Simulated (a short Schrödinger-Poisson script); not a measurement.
# Gated In0.52Al0.48As/In0.53Ga0.47As δ-doped gas in a quantum well

System: gated In0.52Al0.48As/In0.53Ga0.47As δ-doped gas in a quantum well, at 300 K.

```
layer        material  thickness (nm)  Na (cm⁻³)
-----  --------------  --------------  ---------
1      In0.52Al0.48As              10          -
2      In0.52Al0.48As               2          -
3      In0.53Ga0.47As              20          -
4      In0.52Al0.48As            4000       4e14
```

The device is made up for the run: typed textbook-type constants, with dimensions and the other settings drawn at random. In0.52Al0.48As: permittivity 12.5, conduction-band edge (eV) 0.52, gap (eV) 1.45, electron mass (mₑ) 0.075, Nv at 300 K (cm⁻³) 1.1e19. In0.53Ga0.47As: permittivity 13.9, conduction-band edge (eV) 0, gap (eV) 0.74, Nv at 300 K (cm⁻³) 7.7e18.

Channel valleys (confinement mass, in-plane density-of-states mass, number): Γ 0.041, 0.041, 1. At the gate the conduction-band edge of layer 1 lies 0.65 eV − eVg above the Fermi level of the channel; the field vanishes at the back. Sheet of ionised δ-doping: +4.3e12 e/cm² at 10 nm from the gate. The barrier under the gate holds no holes. Gaps are held at their typed values at every temperature. Mesh 0.08 nm at interfaces.

From a short Schrödinger-Poisson script (our own, NumPy): 1D Poisson equation in equilibrium, electrons quantum, Hartree (BenDaniel-Duke, 40 states a valley, the channel's in-plane mass for all, wave functions free to enter the barrier), parabolic valleys, classical holes, full ionisation, no traps, pinning or gate leakage.

```csv
Vg (V),electrons (cm⁻²),in the channel layer,C (μF/cm²),Γ E0 (meV),Γ E1 (meV)
0.4,3.30e12,3.17e12,0.677,-138.3,-42.8
0.35,3.09e12,2.98e12,0.671,-130.3,-38.8
0.3,2.88e12,2.78e12,0.666,-122.3,-34.7
0.25,2.68e12,2.59e12,0.660,-114.2,-30.5
0.2,2.47e12,2.40e12,0.654,-106.1,-26.2
0.15,2.27e12,2.21e12,0.648,-97.9,-21.7
0.1,2.07e12,2.02e12,0.642,-89.7,-17.0
0.05,1.87e12,1.83e12,0.634,-81.3,-12.1
0,1.67e12,1.64e12,0.626,-72.9,-7.0
-0.05,1.48e12,1.45e12,0.617,-64.3,-1.5
-0.1,1.29e12,1.27e12,0.605,-55.6,4.4
-0.15,1.10e12,1.08e12,0.592,-46.5,10.9
-0.2,9.19e11,9.07e11,0.576,-37.1,18.0
-0.25,7.43e11,7.34e11,0.555,-27.1,26.0
-0.3,5.74e11,5.68e11,0.529,-16.3,35.2
-0.35,4.15e11,4.11e11,0.492,-4.1,46.3
-0.4,2.70e11,2.67e11,0.439,10.4,60.2
-0.45,1.45e11,1.44e11,0.355,29.2,78.7
```

Subbands count from the Fermi level.

Above a few 1e12 electrons/cm² a light Γ valley is non-parabolic and upper valleys begin to fill, which the model leaves out.
